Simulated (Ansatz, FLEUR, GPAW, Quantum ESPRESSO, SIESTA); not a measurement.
V6FeNi (Pm-3, 8 atoms in the cell) computed with different codes at matched settings

Self-consistent single point.

```yaml
crystal:
  lattice:
    - [4.62972, 0.00000, 0.00000]
    - [0.00000, 4.62972, 0.00000]
    - [0.00000, 0.00000, 4.62972]
  atoms:
    - { symbol: V, position: [0.00000, 0.50000, 0.74791] }
    - { symbol: V, position: [0.00000, 0.50000, 0.25209] }
    - { symbol: V, position: [0.74791, 0.00000, 0.50000] }
    - { symbol: V, position: [0.25209, 0.00000, 0.50000] }
    - { symbol: V, position: [0.50000, 0.74791, 0.00000] }
    - { symbol: V, position: [0.50000, 0.25209, 0.00000] }
    - { symbol: Fe, position: [0.50000, 0.50000, 0.50000] }
    - { symbol: Ni, position: [0.00000, 0.00000, 0.00000] }
```

All programs got the same cell, k-point mesh and kind of occupations (in Ansatz's words: kpoints.mp_grid.grid = 5 5 5; scf.occupations.method = fermi_dirac; scf.occupations.width = 0.1 eV); potentials, basis and cutoffs are each program's usual ones.

| code | model | pressure (GPa) | largest force (eV/Å) | k-points | cutoff |
|---|---|---|---|---|---|
| SIESTA | GGA PBEsol, numerical atomic orbitals DZP, PseudoDojo PBEsol standard norm-conserving potentials (rewritten from UPF to PSML) | -9.96 | 0.020 | 63 | grid 300 Ry |
| FLEUR | PBEsol, all-electron FLAPW (FLEUR), scalar-relativistic valence | – | 0.028 | 11 | Kmax 4 1/bohr |
| Quantum ESPRESSO | PBEsol, GBRV 1.5 ultrasoft (PBESOL) pseudopotentials | -4.29 | 0.034 | 11 | 50 Ry |
| Ansatz | PBEsol, PAW files made with PBE | -4.28 | 0.032 | 11 | 420 eV |
| GPAW | PBEsol, GPAW PAW datasets PBEsol (made by gpaw-setup) | -2.30 | 0.003 | 11 | 800 eV |

A dash marks a value that a program does not give, or that is left out as unsure.

The spread over the programs that give each value: pressure within 7.66 GPa; largest force within 0.031 eV/Å.

The starting cell comes from a database of computed structures (which also holds hypothetical and non-ambient phases and stackings), without a prior relaxation at this level. On Ansatz's run: Spin polarisation is off. In the base run, with a pressure of about -4 GPa the cell is away from its equilibrium volume at this level.

**Question.** Why do the programs differ, and what cannot be compared?

**Answer.** Differences of this kind can come from the potentials, where these differ, and from what each basis and cutoff leave unconverged. The valence holds different numbers of electrons (SIESTA 112, FLEUR 110, Quantum ESPRESSO 112, Ansatz (an electronic-structure program) 112, GPAW 102). The zero of total energies and Fermi levels follows the potentials and each program's conventions, so they are not compared here. SIESTA uses small atom-centred bases, whose incompleteness enters pressures, forces and empty levels differently from a plane-wave cutoff. FLEUR treats all electrons, but the usual bases taken here (sphere radii, linearisation, local orbitals, empty states) were not tested for convergence, so the values are no reference for the others. Ansatz's pressure is given at a fixed set of plane waves, as the other plane-wave codes print theirs; with its correction for the finite basis it is -4.11 GPa. The programs reduce the same mesh by symmetry to different extents, which changes the work and not the result. In the pressure, SIESTA (by 5.68) and GPAW (by 1.98) lie more than 1 GPa from the median of the plane-wave programs.

Left out of this page: ABINIT (stopped by limits of time or memory); Elk (not drawn, or without a comparable value).

Keys are those of Ansatz 0.2.
